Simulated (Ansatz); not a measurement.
# AlRu: response to strain

Take AlRu in the CsCl type structure (space group Pm-3m, No. 221; relaxed with 0.1 eV smearing) as the base.

```
AlRu
1.0
    2.95452     0.00000     0.00000
    0.00000     2.95452     0.00000
    0.00000     0.00000     2.95452
Al Ru
1 1
Direct
  0.50000   0.50000   0.50000
  0.00000   0.00000   0.00000
```

Strains are applied to the cell and any free atomic positions relax.

Computed with Ansatz (a program for electronic structure), LDA, PAW, cutoff 420 eV, no spin-orbit coupling.

Candidates:
(a) isotropic strain +2.50 %
(b) isotropic strain −3.00 %
(c) isotropic strain +3.00 %
(d) isotropic strain +2.00 %

Notes on the quantities. energy relative to the base: free energy F.

Problem. Order them by energy relative to the base, lowest first.

Solution. (d) isotropic strain +2.00 % (+31 meV/atom), (a) isotropic strain +2.50 % (+48 meV/atom), (c) isotropic strain +3.00 % (+68 meV/atom), (b) isotropic strain −3.00 % (+83 meV/atom)

Stability against distortions was not tested. The final runs are not spin-polarised.
